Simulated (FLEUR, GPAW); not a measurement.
A FLEUR input for a self-consistent single point of ZrO2 (P4_2/nmc, 6 atoms in the cell) (DFT, PBE, all-electron FLAPW (FLEUR), scalar-relativistic valence):

Input of the input generator:

```
scf ZrO2
&input film=f /
6.7339407793 0.0000000000 0.0000000000
0.0000000000 6.7339407793 0.0000000000
0.0000000000 0.0000000000 9.7734046241
1.0
1.0 1.0 1.0

6
40 0.0000000000 -0.0000000000 -0.0000000000
40 0.5000000000 0.5000000000 0.5000000000
8 0.0000000000 0.5000000000 0.3017700000
8 0.0000000000 0.5000000000 0.8017700000
8 0.5000000000 0.0000000000 0.1982300000
8 0.5000000000 -0.0000000000 0.6982300000

&comp jspins=1 /
&kpt div1=9 div2=9 div3=7 /
&end /
```

```xml
<?xml version="1.0" encoding="UTF-8" standalone="no"?>
<fleurInput fleurInputVersion="0.39">
   <comment>
      scf ZrO2                                                                                            
   </comment>
   <calculationSetup>
      <cutoffs Kmax="4.7" Gmax="18.8" GmaxXC="18.8" numbands="0"/>
      <scfLoop itmax="60" minDistance="0.00001" maxIterBroyd="40" imix="Anderson" alpha="0.05" precondParam="0.0" spinf="2.0"/>
      <coreElectrons ctail="T" frcor="F" kcrel="0" coretail_lmax="0"/>
      <xcFunctional name="pbe" relativisticCorrections="F"/>
      <magnetism jspins="1"/>
      <soc l_soc="F" theta="0.0" phi="0.0" spav="F"/>
      <expertModes spex="0" secvar="F"/>
      <geometryOptimization l_f="T" forcealpha="1.0" forcemix="BFGS" epsdisp="0.00001" epsforce="0.00001"/>
      <ldaU l_linMix="F" mixParam="0.05" spinf="1.0"/>
   </calculationSetup>
   <cell>
      <bzIntegration valenceElectrons="48.0" mode="hist" fermiSmearingEnergy="0.0001">
         <kPointListSelection listName="default-1"/>
         <!-- k-points included here -->
         <xi:include xmlns:xi="http://www.w3.org/2001/XInclude" href="kpts.xml"> </xi:include>
      </bzIntegration>
      <!-- symmetry operations included here -->
      <xi:include xmlns:xi="http://www.w3.org/2001/XInclude" href="sym.xml"> </xi:include>
      <bulkLattice scale="1.0">
         <bravaisMatrix>
            <row-1>    6.7339407793000001     0.0000000000000000     0.0000000000000000</row-1>
            <row-2>    0.0000000000000000     6.7339407793000001     0.0000000000000000</row-2>
            <row-3>    0.0000000000000000     0.0000000000000000     9.7734046240999994</row-3>
         </bravaisMatrix>
      </bulkLattice>
   </cell>
   <atomSpecies>
      <species name="Zirconium (Zr)" element="Zr" atomicNumber="40">
         <mtSphere radius="2.27" gridPoints="801" logIncrement="0.016"/>
         <atomicCutoffs lmax="10" lnonsphr="8"/>
         <electronConfig flipSpins="F">
            <coreConfig>(1s1/2) (2s1/2) (2p1/2) (2p3/2) (3s1/2) (3p1/2) (3p3/2) (3d3/2) (3d5/2)</coreConfig>
            <valenceConfig>(4s1/2) (4p1/2) (4p3/2) (5s1/2) (4d3/2) (4d5/2)</valenceConfig>
            <stateOccupation state="(4d3/2)" spinUp="0.4" spinDown="0.4"/>
            <stateOccupation state="(4d5/2)" spinUp="0.6" spinDown="0.6"/>
         </electronConfig>
         <energyParameters s="5" p="5" d="4" f="4"/>
         <lo type="SCLO" l="0" n="4" eDeriv="0"/>
         <lo type="SCLO" l="1" n="4" eDeriv="0"/>
      </species>
      <species name="Oxygen (O)" element="O" atomicNumber="8">
         <mtSphere radius="1.28" gridPoints="453" logIncrement="0.023"/>
         <atomicCutoffs lmax="6" lnonsphr="4"/>
         <electronConfig flipSpins="F">
            <coreConfig>(1s1/2)</coreConfig>
            <valenceConfig>(2s1/2) (2p1/2) (2p3/2)</valenceConfig>
            <stateOccupation state="(2p1/2)" spinUp="0.6666666666667" spinDown="0.6666666666667"/>
            <stateOccupation state="(2p3/2)" spinUp="1.3333333333333" spinDown="1.3333333333333"/>
         </electronConfig>
         <energyParameters s="2" p="2" d="3" f="4"/>
      </species>
   </atomSpecies>
   <atomGroups>
      <atomGroup species="Zirconium (Zr)">
         <relPos label="                   1">-1.000/4.000 -1.000/4.000 -1.000/4.000</relPos>
         <relPos label="                   2">1.000/4.000 1.000/4.000 1.000/4.000</relPos>
         <force calculate="T" relaxXYZ="TTT"/>
      </atomGroup>
      <atomGroup species="Oxygen (O)">
         <relPos label="                   3">-1.000/4.000 1.000/4.000 .0517700000</relPos>
         <relPos label="                   4">-1.000/4.000 1.000/4.000 -.4482300000</relPos>
         <relPos label="                   5">1.000/4.000 -1.000/4.000 -.0517700000</relPos>
         <relPos label="                   6">1.000/4.000 -1.000/4.000 .4482300000</relPos>
         <force calculate="T" relaxXYZ="TTT"/>
      </atomGroup>
   </atomGroups>
   <output dos="F" band="F" slice="F">
      <checks vchk="F" cdinf="F"/>
      <bandDOS minEnergy="-.5*Htr" maxEnergy="0.5*Htr" sigma="0.015" storeEVData="T"/>
      <vacuumDOS vacdos="F" integ="F" star="F" nstars="0" locx1="0.0" locy1="0.0" locx2="0.0" locy2="0.0" nstm="0" tworkf="0.0"/>
      <unfoldingBand unfoldBand="F" supercellX="1" supercellY="1" supercellZ="1"/>
      <plotting iplot="0" polar="F">
         <plot TwoD="T" vec1="  1.0  0.0  0.0" vec2="  0.0  1.0  0.0" vec3="  0.0  0.0  1.0" zero="  0.0  0.0  0.0" file="plot"/>
      </plotting>
      <chargeDensitySlicing numkpt="0" minEigenval="0.0" maxEigenval="0.0" nnne="0" pallst="F"/>
      <specialOutput eonly="F"/>
      <magneticCircularDichroism mcd="F" energyLo="-10.0" energyUp="0.0"/>
   </output>
  <!-- We include the file relax.xml here to enable relaxations (see documentation) -->
  <xi:include xmlns:xi="http://www.w3.org/2001/XInclude" href="relax.xml"> <xi:fallback/> </xi:include>
</fleurInput>
```

Problem. Translate this input to GPAW.

Solution. One input that does it (others would too):

```python
from ase import Atoms
from ase.units import GPa
from gpaw import GPAW

atoms = Atoms(['Zr', 'Zr', 'O', 'O', 'O', 'O'],
              cell=[[3.563448, 0.000000, 0.000000],
                    [0.000000, 3.563448, 0.000000],
                    [0.000000, 0.000000, 5.171863]],
              scaled_positions=[[0.000000, 0.000000, 0.000000],
                                [0.500000, 0.500000, 0.500000],
                                [0.000000, 0.500000, 0.301770],
                                [0.000000, 0.500000, 0.801770],
                                [0.500000, 0.000000, 0.198230],
                                [0.500000, 0.000000, 0.698230]],
              pbc=True)

calc = GPAW(mode={'name': 'pw', 'ecut': 900},
            xc='PBE',
            kpts=(9, 9, 7),
            occupations={'name': 'fixed-uniform'},
            nbands=-6,
            convergence={'forces': 0.001, 'bands': -4},
            symmetry={'symmorphic': False, 'tolerance': 0.0005},
            maxiter=150,
            txt='-')

atoms.calc = calc

energy = atoms.get_potential_energy()
print('Energy (eV):', round(energy, 6))
forces = atoms.get_forces()
print('Forces (eV/Ang):')
print(forces.round(5))
stress = atoms.get_stress()
print('Stress (GPa, Voigt):', (stress / GPa).round(4))
```

Basis, cutoffs, solver keys and any potentials are the target program's own. This input uses DFT PBE, plane waves, GPAW PAW datasets PBE (gpaw-data 1.0.1).

The starting cell comes from a database of computed structures (which also holds hypothetical and non-ambient phases and stackings), without a prior relaxation at this level. Its lattice was rescaled by a random factor within 2.5 % of one.
